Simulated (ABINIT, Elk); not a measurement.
An ABINIT input for a self-consistent single point of SrBi3 (Pm-3m, 4 atoms in the cell) (DFT, LDA (PW92), plane waves, norm-conserving pseudopotentials (PseudoDojo nc-sr-04 LDA standard)):

```
# SrBi3, PseudoDojo nc-sr-04 LDA standard
pp_dirpath "./"
pseudos "Sr.upf, Bi.upf"
acell 3*1.0
rprim
         9.5425386732    0.0000000000    0.0000000000
         0.0000000000    9.5425386732    0.0000000000
         0.0000000000    0.0000000000    9.5425386732
natom 4
ntypat 2
znucl 38 83
typat 1 2 2 2
xcart
         0.0000000000    0.0000000000    0.0000000000
         2.5248470000    2.5248470000    0.0000000000
         0.0000000000    2.5248470000    2.5248470000
         2.5248470000    0.0000000000    2.5248470000
      Angstrom
ecut 70 Ry
occopt 7
tsmear 0.00367493
nband 36
kptopt 1
ngkpt 5 5 5
nshiftk 1
shiftk 0 0 0
nstep 80
toldfe 1.0e-09
prtwf 0
prtden 0
enunit 1
```

### Question
Give the Elk input for the same structure, mesh, smearing and functional.

### Answer
This is the input that was run; spellings and numerical settings could be chosen otherwise.

```
tasks
  0

rgkmax
  7.5

gmaxvr
  16.0

nxlo
  2

lorbcnd
  .true.

lmaxi
  2

stype
  0

swidth
  0.00367493

maxscl
  100

scale
  1.889726125

avec
    5.0496940000    0.0000000000    0.0000000000
    0.0000000000    5.0496940000    0.0000000000
    0.0000000000    0.0000000000    5.0496940000

atoms
  2
  'Sr.in'
  1
  0.0000000000  0.0000000000  0.0000000000    0.0 0.0 0.0
  'Bi.in'
  3
  0.5000000000  0.5000000000  0.0000000000    0.0 0.0 0.0
  0.0000000000  0.5000000000  0.5000000000    0.0 0.0 0.0
  0.5000000000  0.0000000000  0.5000000000    0.0 0.0 0.0

ngridk
  5 5 5
```

Basis settings and potentials, where a program has them, do not carry over. This input uses DFT, LDA (PW92), all-electron FP-LAPW, Elk's shipped species files, APW+lo basis with extra local orbitals. LDA parametrisations can differ slightly between programs.

The starting cell comes from a database of computed structures (which also holds hypothetical and non-ambient phases and stackings), without a prior relaxation at this level. Its lattice was rescaled by a random factor within 2.5 % of one.
